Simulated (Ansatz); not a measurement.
Start from Ag in the hcp (Mg type) structure (space group P6_3/mmc, No. 194; a = 2.860 Å, c = 4.712 Å; relaxed with 0.1 eV smearing). Axes: x lies along a and z along c of the hexagonal cell.

The values are results of PBEsol in Ansatz (plane waves to 420 eV, PAW, no SOC), earlier PAW set, not measurements.

For the base:

```
Property            Value
---------------  --------
Pressure          0.0 GPa
Volume per atom  16.69 Å³
```

Perturbation: compressive biaxial strain of 1.95 % in the plane normal to [001], as in epitaxy on a mismatched substrate; the out-of-plane cell vector and the atoms relax.

**Question.** What happens to the pressure and volume per atom?

**Answer.** The pressure (mean of the normal stresses, compression positive) goes from zero to 3.1 GPa; the volume per atom decreases by 0.38 Å³, from 16.69 Å³ to 16.31 Å³.

No phonon test of stability was made. This is not the structure that Ag has at room temperature and ambient pressure.

Ansatz is an electronic-structure program.
